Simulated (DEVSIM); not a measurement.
System: Au/SiO2/p-Ge capacitor, at 300 K.

| layer (left to right) | material | thickness (nm) | Na (cm⁻³) |
|---|---|---|---|
| 1 | SiO2 | 9.10 | - |
| 2 | Ge | 3400 | 3e16 |

Metal gate on the left, work function 5.1 eV. Fixed charge at the semiconductor interface 7e11 cm⁻² (in units of +e); no interface traps.

This is a model device: material constants are rounded textbook-type values typed into the input, and sizes, dopings and lifetimes were drawn at random. Values at 300 K.

| parameter | SiO2 | Ge |
|---|---|---|
| gap (eV) | 9 | 0.664 |
| affinity (eV) | 0.9 | 4 |
| permittivity | 3.9 | 16 |
| Nc (cm⁻³) | - | 1.04e19 |
| Nv (cm⁻³) | - | 6e18 |

Model (solved in DEVSIM): 1D Poisson equation in equilibrium, Boltzmann statistics, complete ionisation; no quantum confinement or tunnelling. Metal contacts follow the ideal Schottky-Mott rule: no Fermi-level pinning, no interface dipoles.

Question: Tabulate band edges, carrier densities and field at 0.6 V on the gate.

Answer: Energies count from the Fermi level of the right contact; mesh points crowd at the junctions.

```json
[
 {"x (μm)": "0.000", "Ec (eV)": "3.600", "Ev (eV)": "-5.400", "n (cm⁻³)": "< 1e2", "p (cm⁻³)": "< 1e2", "field (V/cm)": "-190000"},
 {"x (μm)": "0.001300", "Ec (eV)": "3.576", "Ev (eV)": "-5.424", "n (cm⁻³)": "< 1e2", "p (cm⁻³)": "< 1e2", "field (V/cm)": "-190000"},
 {"x (μm)": "0.003543", "Ec (eV)": "3.534", "Ev (eV)": "-5.466", "n (cm⁻³)": "< 1e2", "p (cm⁻³)": "< 1e2", "field (V/cm)": "-190000"},
 {"x (μm)": "0.006574", "Ec (eV)": "3.478", "Ev (eV)": "-5.522", "n (cm⁻³)": "< 1e2", "p (cm⁻³)": "< 1e2", "field (V/cm)": "-190000"},
 {"x (μm)": "0.008790", "Ec (eV)": "3.437", "Ev (eV)": "-5.563", "n (cm⁻³)": "< 1e2", "p (cm⁻³)": "< 1e2", "field (V/cm)": "-190000"},
 {"x (μm)": "0.009935", "Ec (eV)": "0.334", "Ev (eV)": "-0.330", "n (cm⁻³)": "2.5e13", "p (cm⁻³)": "1.7e13", "field (V/cm)": "34000"},
 {"x (μm)": "0.01229", "Ec (eV)": "0.342", "Ev (eV)": "-0.322", "n (cm⁻³)": "1.9e13", "p (cm⁻³)": "2.3e13", "field (V/cm)": "33000"},
 {"x (μm)": "0.02080", "Ec (eV)": "0.369", "Ev (eV)": "-0.295", "n (cm⁻³)": "6.7e12", "p (cm⁻³)": "6.6e13", "field (V/cm)": "30000"},
 {"x (μm)": "0.03598", "Ec (eV)": "0.410", "Ev (eV)": "-0.254", "n (cm⁻³)": "1.3e12", "p (cm⁻³)": "3.3e14", "field (V/cm)": "25000"},
 {"x (μm)": "0.07117", "Ec (eV)": "0.478", "Ev (eV)": "-0.186", "n (cm⁻³)": "9.9e10", "p (cm⁻³)": "4.4e15", "field (V/cm)": "14000"},
 {"x (μm)": "0.1458", "Ec (eV)": "0.523", "Ev (eV)": "-0.141", "n (cm⁻³)": "1.7e10", "p (cm⁻³)": "2.5e16", "field (V/cm)": "1600"},
 {"x (μm)": "0.4154", "Ec (eV)": "0.527", "Ev (eV)": "-0.137", "n (cm⁻³)": "1.5e10", "p (cm⁻³)": "3.0e16", "field (V/cm)": "≈ 0"},
 {"x (μm)": "0.8962", "Ec (eV)": "0.527", "Ev (eV)": "-0.137", "n (cm⁻³)": "1.5e10", "p (cm⁻³)": "3.0e16", "field (V/cm)": "≈ 0"},
 {"x (μm)": "1.925", "Ec (eV)": "0.527", "Ev (eV)": "-0.137", "n (cm⁻³)": "1.5e10", "p (cm⁻³)": "3.0e16", "field (V/cm)": "≈ 0"},
 {"x (μm)": "2.890", "Ec (eV)": "0.527", "Ev (eV)": "-0.137", "n (cm⁻³)": "1.5e10", "p (cm⁻³)": "3.0e16", "field (V/cm)": "≈ 0"},
 {"x (μm)": "3.180", "Ec (eV)": "0.527", "Ev (eV)": "-0.137", "n (cm⁻³)": "1.5e10", "p (cm⁻³)": "3.0e16", "field (V/cm)": "≈ 0"},
 {"x (μm)": "3.304", "Ec (eV)": "0.527", "Ev (eV)": "-0.137", "n (cm⁻³)": "1.5e10", "p (cm⁻³)": "3.0e16", "field (V/cm)": "≈ 0"},
 {"x (μm)": "3.363", "Ec (eV)": "0.527", "Ev (eV)": "-0.137", "n (cm⁻³)": "1.5e10", "p (cm⁻³)": "3.0e16", "field (V/cm)": "≈ 0"},
 {"x (μm)": "3.394", "Ec (eV)": "0.527", "Ev (eV)": "-0.137", "n (cm⁻³)": "1.5e10", "p (cm⁻³)": "3.0e16", "field (V/cm)": "≈ 0"},
 {"x (μm)": "3.403", "Ec (eV)": "0.527", "Ev (eV)": "-0.137", "n (cm⁻³)": "1.5e10", "p (cm⁻³)": "3.0e16", "field (V/cm)": "≈ 0"},
 {"x (μm)": "3.407", "Ec (eV)": "0.527", "Ev (eV)": "-0.137", "n (cm⁻³)": "1.5e10", "p (cm⁻³)": "3.0e16", "field (V/cm)": "≈ 0"},
 {"x (μm)": "3.409", "Ec (eV)": "0.527", "Ev (eV)": "-0.137", "n (cm⁻³)": "1.5e10", "p (cm⁻³)": "3.0e16", "field (V/cm)": "≈ 0"}
]
```
